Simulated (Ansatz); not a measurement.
Response to strain in SnO2

Take SnO2 in the rutile structure (space group P4_2/mnm, No. 136; a = 4.7585 Å, c = 3.2001 Å) as the base. Axes: x, y, z lie along a, b, c of the conventional cell.

Strains are applied to the cell and any free atomic positions relax; under biaxial strain the out-of-plane vector relaxes too; under stress the whole cell relaxes.

The values are results of Ansatz (a first-principles code), r2SCAN, PAW, cutoff 500 eV, no spin-orbit coupling, earlier PAW set, not measurements.

Candidates:
(a) biaxial strain −4.06 %, plane normal [001], relaxed out of plane
(b) uniaxial stress, 5 GPa tension along x
(c) uniaxial stress, 1 GPa compression along x
(d) uniaxial stress, 2 GPa compression along x

Before the change:

| Item | Value |
|---|---|
| Band gap | 1.79 eV |

Q: Order them by band gap, highest first.

A: (a) biaxial strain −4.06 %, plane normal [001], relaxed out of plane (2.23 eV), (d) uniaxial stress, 2 GPa compression along x (1.83 eV), (c) uniaxial stress, 1 GPa compression along x (1.81 eV), (b) uniaxial stress, 5 GPa tension along x (1.75 eV)

Beyond what the load breaks, stability against distortions was not tested. The base started in Pnnm and relaxed to P4_2/mnm at this level.
